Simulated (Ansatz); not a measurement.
# A constructed model of the (110) surface of bcc Nb, a layer of Os in place of the third plane (bottom of the slab: a bare face, its two planes held)

The numbers are results of PBE (plane waves to 420 eV, PAW; Ansatz, an electronic-structure program), not measurements.

Set-up: 6 atoms, 11.5 Å thick at the start; mesh 14x14x1; 0.1 eV smearing; dipole correction on; 2 atoms held, the rest relaxed; held to the start's symmetry, so lower structures may exist; no spin, no spin-orbit, no U. In PBE it is, or lies within 0.01 eV a 1x1 cell of, the lowest of the 2 structures of its composition computed so far; larger cells were not tried.

```yaml
work_function_of_the_top_face: 4.53 eV
energy_released_by_relaxation: 0.083 eV
cost: very roughly 7 core-minutes
```
